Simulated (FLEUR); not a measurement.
Input and output of a self-consistent single point for Sr₂Ir (P1, 3 atoms in the cell) (FLEUR).

Method of the run: FLEUR with LDA (Vosko-Wilk-Nusair), all-electron FLAPW (FLEUR), scalar-relativistic valence.

The change in words: atoms moved at random. Reference geometry:
```
Sr2Ir
1.0
    0.00000     3.58442     3.58442
    3.58442     0.00000     3.58442
    3.58442     3.58442     0.00000
Sr Ir
2 1
Direct
  0.75000   0.75000   0.75000
  0.25000   0.25000   0.25000
  0.00000   0.00000   0.00000
```

Reference input (self-consistent single point, DFT, LDA (Vosko-Wilk-Nusair), all-electron FLAPW (FLEUR), scalar-relativistic valence): Kmax = 3.8 1/bohr; GmaxXC = 13.3 1/bohr; xcFunctional = vwn; jspins = 1; l_soc = F; mode = gauss; fermiSmearingEnergy = 0.00499791 Htr; mesh (inpgen div1-3) = 6 6 6; inpgen gamma flag = true; Gmax = 13.3 1/bohr; numbands = 0; maxIterBroyd = 99. This run's input differs from it in these lines:

```diff
@@ -10,5 +10,5 @@
 3
-38 0.7500000000 0.7500000000 0.7500000000
-38 0.2500000000 0.2500000000 0.2500000000
-77 0.0000000000 0.0000000000 0.0000000000
+38 0.7397910000 0.7582450000 0.7488350000
+38 0.2587720000 0.2494260000 0.2484500000
+77 0.0014370000 -0.0076710000 0.0027150000
 
@@ -78,4 +78,7 @@
       <atomGroup species="Strontium (Sr)">
-         <relPos label="                   1">-1.000/4.000 -1.000/4.000 -1.000/4.000</relPos>
-         <relPos label="                   2">1.000/4.000 1.000/4.000 1.000/4.000</relPos>
+         <relPos label="                   1">-.2602090000 -.2417550000 -.2511650000</relPos>
+         <force calculate="T" relaxXYZ="TTT"/>
+      </atomGroup>
+      <atomGroup species="Strontium (Sr)">
+         <relPos label="                   2">.2587720000 .2494260000 .2484500000</relPos>
          <force calculate="T" relaxXYZ="TTT"/>
@@ -83,3 +86,3 @@
       <atomGroup species="Iridium (Ir)">
-         <relPos label="                   3">.0000000000 .0000000000 .0000000000</relPos>
+         <relPos label="                   3">.0014370000 -.0076710000 .0027150000</relPos>
          <force calculate="T" relaxXYZ="TTT"/>
```

Output, abridged:

```
 Iteration:     1   Distance:      11.41682996 me/bohr^3
 Iteration:     2   Distance:       9.50109862 me/bohr^3
 Iteration:     3   Distance:       6.29473390 me/bohr^3
 Iteration:     4   Distance:      10.22713322 me/bohr^3
 Iteration:     5   Distance:       7.55101858 me/bohr^3
   [... 12 lines left out ...]
 Iteration:    18   Distance:       0.00012687 me/bohr^3
 Iteration:    19   Distance:       0.00006514 me/bohr^3
 Iteration:    20   Distance:       0.00002888 me/bohr^3
 Iteration:    21   Distance:       0.00000069 me/bohr^3
 Reset of history
 Run finished successfully
 Stop message:
   Structural relaxation: new displacements generated

[file out, last iteration]
             iter=     22
[...]
          total density-effective poten   -4.1577501399E+04
          total charge density-energy d   -5.4221163756E+02
 Updated energy parameters for spin:           1
[...]
 fermi energy and band-weighting factors:
    0.498399    0.501066    0.542740

[...]
FERMIE:
          first approx. to ef    (T=0)  :   0.233973 htr   (energy of the highest occ. eigenvalue)
          number of occ. states  (T=0)  :       1962
          first approx. to seigv (T=0)  : -15.556384 htr
          sum of weights of occ. states :  17.504630
          sum of semicore charge        :   0.000000 e
          fermi energy=   0.23354 har   work function=  -6.35496 ev
   [... lines left out ...]
          total moment                 =     0.00000
 Direct bandgap for spin            1 :    3.9854076948011130E-002  Htr
   [... lines left out ...]
 -->  3    0.75692  6.09095  7.18760  0.00467   14.04204
          total charge for spin  1=   35.000000
          interst. charge =       4.561128
          mt charge=              8.198624    8.198210   14.042037
          total charge  =   35.000000
               n    l     j    energy       weight
   [... 6 lines left out ...]
          atom type    1  (spin 1)
          0.00001794  electrons lost from core.
```

The run converged in 21 iterations. FLEUR gives forces in its relaxation mode, with a further iteration, so its stop message speaks of a relaxation. Against the reference run the total energy rises by 4.4 meV/atom and the largest force goes from 0.000 to 0.264 eV/Å.

The starting cell comes from a database of computed structures (which also holds hypothetical and non-ambient phases and stackings), without a prior relaxation at this level. Its lattice was rescaled by a random factor within 2.5 % of one. For this run, on top of that: atoms moved at random. Spin-orbit coupling is off. Spin polarisation is off. Values depend on the basis (sphere radii, cutoffs, local orbitals), which need not be converged. The log's line on a gap gives a spacing of levels on this mesh, which the program prints for metals too.

Cost on one core of a shared machine: roughly 20 min.
